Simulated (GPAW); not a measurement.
Worked example: self-consistent single point of Ni (Fm-3m, 1 atom in the cell) in GPAW.

Computed with PBE, GPAW PAW datasets PBE (gpaw-data 1.0.1) (plane waves; GPAW 25.7.0).

```
CELL_PARAMETERS angstrom
      0.00000     1.75472     1.75472
      1.75472     0.00000     1.75472
      1.75472     1.75472     0.00000
ATOMIC_POSITIONS crystal
  Ni 0.00000 0.00000 0.00000
```
Moments meant for the start (each program seeds them in its own way; μB, in the order of the atoms Ni): 1.0.

Reference input (self-consistent single point, DFT PBE, plane waves, GPAW PAW datasets PBE (gpaw-data 1.0.1)): spinpol = true; mode = pw; ecut = 850 eV; xc = PBE; kpts = 6 6 6; mesh shift (steps) = 0 0 0; occupations.name = methfessel-paxton; occupations.width = 0.1 eV; occupations.order = 0; nbands = -9; convergence.density = 1e-05 e/electron; symmetry.symmorphic = false. This run's input differs from it in these lines:

```diff
@@ -15,2 +15,3 @@
             mode=PW(850),
+            h=0.25,
             xc='PBE',
```

The program printed (abridged):

```
Input parameters:
  convergence: {density: 1e-05}
  h: 0.25
  kpts: {gamma: True,
         size: (6, 6, 6)}
  maxiter: 120
  mode: {ecut: 850.0,
         name: pw}
  nbands: -9
  occupations: {name: methfessel-paxton,
                order: 0,
                width: 0.1}
  spinpol: True
  symmetry: {symmorphic: False,
             tolerance: 0.0005}
  xc: PBE

species:
  Ni:
    name: Nickel
    Z: 28.0
    valence: 16
    core: 12
    charge: 0.0
    file: Ni.PBE.gz

    # Using partial waves for Ni as LCAO basis

Reference energy: -41367.998447  # eV

Spin-polarized calculation.
Initial magnetic moment: 1.000000

Convergence criteria:
 Maximum [total energy] change in last 3 cyles: 0.0005 eV / valence electron
 Maximum integral of absolute [dens]ity change: 1e-05 electrons / valence electron
 Maximum integral of absolute [eigenst]ate change: 4e-08 eV^2 / valence electron
 Maximum number of scf [iter]ations: 120

Symmetries present (total): 48
Symmetries with fractional translations: 0
216 k-points: 6 x 6 x 6 Monkhorst-Pack grid + [1/12,1/12,1/12]
16 k-points in the irreducible part of the Brillouin zone
       k-points in crystal coordinates                weights
   0:     0.00000000    0.00000000    0.00000000          1/216
   1:     0.16666667    0.16666667    0.00000000          6/216
   2:     0.16666667    0.16666667    0.16666667          8/216
   [... 7 lines left out ...]
          ...
  15:     0.50000000    0.50000000    0.50000000          4/216

Traceback (most recent call last):
   [... frames left out ...]
AssertionError
```

The program stopped before any SCF iteration. 

The starting cell has typed, rounded lattice constants, without a prior relaxation at this level. Its lattice was rescaled by up to half a per cent.
